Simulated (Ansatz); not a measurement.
# ScAl3, pressure series

The parent structure is ScAl₃ in the Cu3Au type structure (space group Pm-3m, No. 221; a = 4.072 Å).

Cell and atoms are relaxed at each pressure.

The values are results of Ansatz (an electronic-structure program), PBEsol, PAW, cutoff 420 eV, scalar-relativistic without spin-orbit coupling, not measurements.

Notes on the quantities. enthalpy: H = E + PV relative to the base's energy.

```csv
case,enthalpy,shortest interatomic distance
base,–,2.879 Å
pressure −2 GPa,-0.21 eV/atom,2.901 Å
pressure −1 GPa,-0.11 eV/atom,2.890 Å
pressure 3 GPa,+0.31 eV/atom,2.850 Å
pressure 7 GPa,+0.71 eV/atom,2.816 Å
pressure 15 GPa,+1.48 eV/atom,2.760 Å
pressure 30 GPa,+2.81 eV/atom,2.681 Å
pressure 50 GPa,+4.43 eV/atom,2.604 Å
pressure 75 GPa,+6.30 eV/atom,2.532 Å
pressure 100 GPa,+8.03 eV/atom,2.476 Å
```

Load acts through the strain it causes; cell and atoms are relaxed under it. Stability against distortions was not tested. No other phases were tried under pressure. All final runs are without spin polarisation.
